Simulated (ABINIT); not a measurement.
Input and output of a self-consistent single point for BC5 (P3m1, 6 atoms in the cell) (ABINIT).

Level of theory: PBEsol, norm-conserving pseudopotentials (PseudoDojo nc-sr-04 PBEsol standard) (plane waves; ABINIT).

The change in words: lattice scaled by 0.97; ecut: 82 Ry → 50 Ry. Reference geometry:
```
CELL_PARAMETERS angstrom
      2.55155     0.00000     0.00000
     -1.27578     2.20971     0.00000
      0.00000     0.00000     6.39966
ATOMIC_POSITIONS crystal
  B  0.33333 0.66667 0.00759
  C  0.33333 0.66667 0.25951
  C  0.66667 0.33333 0.33903
  C  0.00000 0.00000 0.66456
  C  0.66667 0.33333 0.58136
  C  0.00000 0.00000 0.89894
```

Reference input (self-consistent single point, DFT, PBEsol, plane waves, norm-conserving pseudopotentials (PseudoDojo nc-sr-04 PBEsol standard)): pseudos = [B.upf, C.upf]; ecut = 82 Ry; ixc = -116133; occopt = 6; tsmear = 0.00734986 Ha; ngkpt = 12 12 4; nshiftk = 1; shiftk = 0 0 0; potentials = PseudoDojo nc-sr-04 PBEsol standard; nband = 17; kptopt = 1; nstep = 50. This run's input differs from it in these lines:

```diff
@@ -5,5 +5,5 @@
 rprim
-         2.5515499313    0.0000000159    0.0000000000
-        -1.2757749795    2.2097070515    0.0000000000
-         0.0000000000    0.0000000000    6.3996600000
+         2.4750038046    0.0000000453    0.0000000000
+        -1.2375019416    2.1434161466    0.0000000000
+         0.0000000000    0.0000000000    6.2076700000
 natom 6
@@ -19,3 +19,3 @@
          0.0000000000    0.0000000000    0.8989400000
-ecut 82 Ry
+ecut 50 Ry
 ixc -116133
```

Output (repeated stretches shortened):

```
--- !BeginCycle
solver: {iscf: 7, nstep: 50, nline: 4, wfoptalg: 0, }
tolerances: {tolvrs: 1.00E-10, }
...

     iter   Etot(hartree)      deltaE(h)  residm     vres2
 ETOT  1  -32.815708044728    -3.282E+01 1.416E-01 4.355E+02
 ETOT  2  -32.873394738324    -5.769E-02 1.992E-02 6.674E+01
 ETOT  3  -32.879799983717    -6.405E-03 9.391E-03 1.658E+01
 ETOT  4  -32.881584557096    -1.785E-03 5.529E-03 2.803E-01
 ETOT  5  -32.881610487955    -2.593E-05 3.721E-03 5.754E-03
   [... 3 lines left out ...]
 ETOT  9  -32.881611805874    -1.965E-10 2.439E-03 8.355E-08
 ETOT 10  -32.881611805901    -2.702E-11 1.122E-03 1.163E-08
 ETOT 11  -32.881611805903    -1.101E-12 1.863E-03 5.000E-10
 ETOT 12  -32.881611805903    -1.563E-13 7.421E-04 2.132E-12
 At SCF step   12       vres2   =  2.13E-12 < tolvrs=  1.00E-10 =>converged.

 Cartesian components of stress tensor (hartree/bohr^3)
  sigma(1 1)= -5.68124268E-04  sigma(3 2)=  0.00000000E+00
  sigma(2 2)= -5.68124268E-04  sigma(3 1)=  0.00000000E+00
  sigma(3 3)= -7.33914163E-04  sigma(2 1)=  3.55965357E-13

 ----iterations are completed or convergence reached----

 reduced coordinates (array xred) for    6 atoms
       0.333333333300      0.666666666700      0.007590000000
       0.333333333300      0.666666666700      0.259510000000
       0.666666666633      0.333333333367      0.339030000000
      -0.000000000033      0.000000000033      0.664560000000
       0.666666666633      0.333333333367      0.581360000000
      -0.000000000033      0.000000000033      0.898940000000
 cartesian forces (eV/Angstrom) at end:
   [... lines left out ...]
 Fermi (or HOMO) energy (eV) =   9.72099   Average Vxc (eV)= -13.69316
   [... lines left out ...]
total_energy        : -3.28816118059027E+01
total_energy_eV     : -8.94754160785926E+02
band_energy         :  1.45373785257193E+00
...

-Cartesian components of stress tensor (GPa)         [Pressure=  1.8341E+01 GPa]
- sigma(1 1)= -1.67147902E+01  sigma(3 2)=  0.00000000E+00
- sigma(2 2)= -1.67147902E+01  sigma(3 1)=  0.00000000E+00
- sigma(3 3)= -2.15924965E+01  sigma(2 1)=  1.04728606E-08

 Calculation completed.
```

The run converged in 12 iterations. Against the reference run the free energy rises by 193 meV/atom, the pressure goes from -5.05 to 18.34 GPa and the largest force goes from 0.092 to 0.298 eV/Å.

The starting cell comes from a database of computed structures (which also holds hypothetical and non-ambient phases and stackings), without a prior relaxation at this level. For this run, on top of that: lattice scaled by 0.97.

Cost on one core of a shared machine: roughly 2 min.
